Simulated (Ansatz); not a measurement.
Effective masses and thermopower of AlN under load (space group P6_3mc)

Input:

```
CELL_PARAMETERS angstrom
      3.09407     0.00000     0.00000
     -1.54704     2.67955     0.00000
      0.00000     0.00000     4.98892
ATOMIC_POSITIONS crystal
  Al 0.66667 0.33333 0.49972
  Al 0.33333 0.66667 0.99972
  N  0.66667 0.33333 0.88028
  N  0.33333 0.66667 0.38028
```

All values below come from r2SCAN with spin-orbit coupling, rigid bands (plane waves, PAW; Ansatz, a program for electronic structure). Condition of this run: biaxial stress xx = yy = 2 GPa (compression positive) (the target of the relaxation). Geometry: cell and atoms relaxed with r2SCAN, then loaded as said.

```
Item                                                                                                                                                              Result
---------------------------------------------------------------------------------------------------------------------------------------  -------------------------------
band gap                                                                                                                                                         4.96 eV
electron conductivity mass (300 K, dilute)                                                                                               0.32 (x), 0.32 (y), 0.31 (z) mₑ
hole conductivity mass (300 K, dilute)                                                                                                     3.8 (x), 3.8 (y), 0.45 (z) mₑ
effective density of states N_c (300 K)                                                                                                                      4.6e18 cm⁻³
effective density of states N_v (300 K)                                                                                                                      6.6e19 cm⁻³
density-of-states mass, electrons                                                                                                                                0.32 mₑ
density-of-states mass, holes                                                                                                                                    1.91 mₑ
Seebeck coefficient, n-type 1e19 cm⁻³, 300 K                                                                                                                   -160 μV/K
Seebeck coefficient, p-type 1e19 cm⁻³, 300 K                                                                                                                    383 μV/K
best p-type power factor at 300 K for τ = 10 fs (best axis; densities from 1e16 to 1e21 cm⁻³ tried, whether or not they can be reached)     15.5 μW/(cm·K²) at 1e20 cm⁻³
```

Rigid bands; masses and Seebeck coefficients take one relaxation time τ for all states and one kind of carrier; polarons and phonon drag are left out.
